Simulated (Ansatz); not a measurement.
Base system: HfO2 in the fluorite structure (space group Fm-3m, No. 225; a = 5.0976 Å).

Levels (all Ansatz, a program for electronic structure, PAW): PBE (420 eV, no SOC); r2SCAN (500 eV, scalar-relativistic without spin-orbit coupling).

Its gap is 3.75 eV with PBE and 4.24 eV with r2SCAN.

The change: the cell is scaled by 1.0412 in all directions; the atoms relax in the strained cell.

With PBE the gap becomes 3.44 eV.

Problem. If the r2SCAN correction stayed the same, what would the r2SCAN gap be, and what does the r2SCAN run give?

Solution. A rigid correction of +0.49 eV gives 3.93 eV. The r2SCAN run gives 3.90 eV, so the two effects roughly add.

Single points use the geometry relaxed with PBE. With Hf present, leaving out spin-orbit coupling can change the band edges. Whether these cells are dynamically stable was not tested. This is not the structure that HfO2 has at room temperature and ambient pressure.
